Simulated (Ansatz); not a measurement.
Take CdS in the zinc blende structure (space group F-43m, No. 216; a = 5.9271 Å) as the base.

All numbers come from PBE, PAW, 420 eV (Ansatz, a quantum-chemistry and plane-wave program; scalar-relativistic without spin-orbit coupling), earlier PAW set.

Its conduction minimum is a single valley at Γ with mass 0.12 mₑ.

Perturbation: electron doping at 5.0×10^20 cm⁻³ (0.0260 per cell), with a uniform compensating background at fixed cell and a 300 K Fermi–Dirac width.

Question: Where would a parabolic band put the Fermi level, and where does the calculation put it?

Answer: k_F = (3π²n)^(1/3) = 0.246 Å⁻¹, so ħ²k_F²/2m = 1.9 eV above the band edge at zero temperature. The calculation gives 0.95 eV (to 0.05 eV): the band is strongly non-parabolic or higher valleys fill at this density.

Carriers are added with a uniform compensating background; total energy and stress of such cells depend on the potential's zero and are not compared; many-body gap narrowing is missing at this level. The levels and masses belong to the bands next to the band gap. Masses are band curvatures over ±0.01 Å⁻¹ around the edge. Whether these cells are dynamically stable was not tested.
